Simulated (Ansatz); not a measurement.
# Response to strain in hypothetical R-3m CaC6

The reference is CaC$_{6}$ (space group R-3m, No. 166; a = 4.3426 Å, c = 13.5325 Å (hexagonal axes); a hypothetical phase, not in the database extracts checked). Axes: x lies along a and z along c of the hexagonal cell.

Strains are applied to the cell and any free atomic positions relax; under biaxial strain the out-of-plane vector relaxes too.

The values are results of plane-wave PAW DFT at the PBE level (Ansatz, an electronic-structure program, 420 eV), scalar-relativistic without spin-orbit coupling, not measurements.

Notes on the quantities. energy relative to the base: free energy F; pressure: mean of the normal stresses, compression positive.

```csv
change,energy relative to the base,pressure,volume per atom
base,0 meV/atom,0.0 GPa,10.52 Å³
"biaxial strain −3.91 %, plane normal [001], relaxed out of plane",+87 meV/atom,23.6 GPa,10.06 Å³
isotropic strain +0.77 %,+3.6 meV/atom,-4.6 GPa,10.77 Å³
uniaxial strain ε_xx = +3.94 %,+34 meV/atom,-9.8 GPa,10.94 Å³
uniaxial strain ε_zz = −0.53 %,+0.1 meV/atom,0.4 GPa,10.47 Å³
```

Without a gap, meshes like the base's 13×13×13 leave anisotropic stresses uncertain by several tenths of a GPa, and small strain energies with them. Whether these cells are dynamically stable was not tested. The final runs are not spin-polarised.
